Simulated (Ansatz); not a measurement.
LaRu2P2 (space group I4/mmm, No. 139; a cell from a computed database, its experimental status unchecked)

```cif
data_LaP2Ru2
_chemical_formula_sum 'La1 P2 Ru2'
_space_group_name_H-M_alt 'P 1'
_space_group_IT_number 1
_cell_length_a 6.01281
_cell_length_b 6.01281
_cell_length_c 6.01281
_cell_angle_alpha 141.007
_cell_angle_beta 141.007
_cell_angle_gamma 56.328
loop_
_space_group_symop_operation_xyz
  'x, y, z'
loop_
_atom_site_label
_atom_site_type_symbol
_atom_site_fract_x
_atom_site_fract_y
_atom_site_fract_z
_atom_site_occupancy
La1 La 0.00000 0.00000 0.00000 1
P1 P 0.64085 0.64085 0.00000 1
P2 P 0.35915 0.35915 0.00000 1
Ru1 Ru 0.75000 0.25000 0.50000 1
Ru2 Ru 0.25000 0.75000 0.50000 1
```

Calculations: DFT with PBEsol, PAW potentials and a 420 eV plane-wave cutoff in Ansatz (a program for electronic structure), no spin-orbit coupling. Settings: 16×16×16 k-points, 0.05 eV Fermi–Dirac smearing.

```json
{
 "volume_per_atom": "17.08 Å³",
 "density": "7.84 g/cm³",
 "band_gap": "zero",
 "total_energy": "-3855.964 eV/atom (σ→0; compares only within this code and set-up)"
}
```

Whether these cells are dynamically stable was not tested. The final runs are not spin-polarised. An odd electron count without spin: LaRu2P2.
